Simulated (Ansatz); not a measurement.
GaN under load (space group P6_3mc), r2SCAN with spin-orbit coupling, rigid bands (Ansatz, a first-principles code). Condition of this run: hydrostatic pressure of 8 GPa (compression positive) (the target of the relaxation). Band gap 2.62 eV, N_c = 2.41e18 cm⁻³ and N_v = 8.33e19 cm⁻³ at 300 K, conductivity masses along x (a = (3.14, 0.00, 0.00) Å; b = (-1.57, 2.72, 0.00) Å; c = (0.00, 0.00, 5.12) Å) of 0.217 mₑ (electrons) and 1.37 mₑ (holes). Take k_BT = 0.02585 eV.

Problem. What thermal injection velocity √(2k_BT/πm) limits a ballistic channel along the direction named?

Solution. 1.15e7 cm/s for electrons and 4.60e6 cm/s for holes, a ratio of √(m_h/m_e) = 2.51, for dilute carriers.

Problem. A film of it is 3 nm thick, with its normal along the direction named. Estimate the confinement energies in an infinite well.

Solution. ħ²π²/(2m t²) = 0.376 eV·nm²/(m/mₑ × t²) gives 193 meV for electrons and 30.5 meV for holes, so the gap would widen to about 2.84 eV. Finite barriers and nonparabolic bands lower this, and with several valleys or bands the heaviest mass along the normal sets the lowest level, not this average.

Problem. Find the intrinsic carrier density and the intrinsic Fermi level.

Solution. n_i = √(N_c N_v) exp(−E_g/2k_BT) = 1.42e19 × exp(−50.67) = 1.4e-3 cm⁻³. The level lies (k_BT/2) ln(N_v/N_c) = 46 meV from mid-gap (positive towards the conduction band). Each 0.1 eV added to the gap lowers n_i by a factor of 6.9.

Rigid bands with the computed gap; masses take one relaxation time for all states. Geometry: cell and atoms relaxed with PBEsol.
